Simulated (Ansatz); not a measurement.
**Effect of pressure 22.5 GPa on ZrSi2**

The reference is ZrSi2 (space group Cmcm, No. 63; a = 3.704 Å, b = 14.792 Å, c = 3.679 Å).

Modification: a hydrostatic pressure of 22.5 GPa.

Computed with DFT with PBE, PAW potentials and a 420 eV plane-wave cutoff in Ansatz (a first-principles code), scalar-relativistic without spin-orbit coupling. Settings: 13×13×13 k-points, 0.05 eV Fermi–Dirac smearing.

| quantity | base | changed | shift |
|---|---|---|---|
| density | 4.86 g/cm³ | 5.58 g/cm³ | +0.72 g/cm³ |
| shortest interatomic distance | 2.420 Å | 2.373 Å | -0.047 Å |
| enthalpy H = E + PV relative to the base's energy | – | +2.19 eV/atom | – |
| band gap | zero | zero | – |

Cost of the whole job for the changed cell (relaxation, final SCF and bands): about 100 core-seconds (a rough figure).

Load acts through the strain it causes; cell and atoms are relaxed under it. No phonon test of stability was made. No other phases were tried under pressure. The final runs are not spin-polarised.
